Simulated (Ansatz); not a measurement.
Where the default PAW files enter, the runs use the earlier of Ansatz's two default sets.

Here is the system:

```xyz
2
Lattice="3.4077 0.0000 0.0000 0.0000 3.4077 0.0000 1.7039 1.7039 2.4096" Properties=species:S:1:pos:R:3 pbc="T T T"
B      3.4077     1.7039     1.2048
As     0.0000     0.0000     0.0000
```

Space group of this cell: F-43m, zinc blende. The cell is taken as given; by r2SCAN its mean pressure is -3.1 GPa.

The current runs along the normal of the first two printed vectors, the (001) plane. All runs by Ansatz (a program for electronic structure), plane waves and PAW, without spin-orbit coupling; the base is r2SCAN.

```
run                                                      mean pressure (GPa)  gap (eV)  mid-gap κ (1/Å)
-------------------------------------------------------  -------------------  --------  ---------------
base                                                                    -3.1      1.41            0.175
all lengths scaled by 0.98                                               5.7      1.34            0.169
all lengths scaled by 1.02                                              -9.8         …            0.168
lda in place of r2scan                                                  -7.2      1.16            0.168
lengths across the current scaled by 0.98, ions clamped                  2.6      1.20            0.160
lengths across the current scaled by 1.02, ions clamped                 -7.8         …                …
lengths along the current scaled by 0.97, ions clamped                   1.1      0.90            0.153
lengths along the current scaled by 1.03, ions clamped                  -6.6      1.21            0.163
pbesol in place of r2scan                                               -4.2         …                …
```

Q: What belongs in the gaps?

A: 
- all lengths scaled by 1.02, gap (eV): 1.47
- lengths across the current scaled by 1.02, ions clamped, gap (eV): 1.15
- lengths across the current scaled by 1.02, ions clamped, mid-gap κ (1/Å): 0.156
- pbesol in place of r2scan, gap (eV): 1.12
- pbesol in place of r2scan, mid-gap κ (1/Å): 0.162
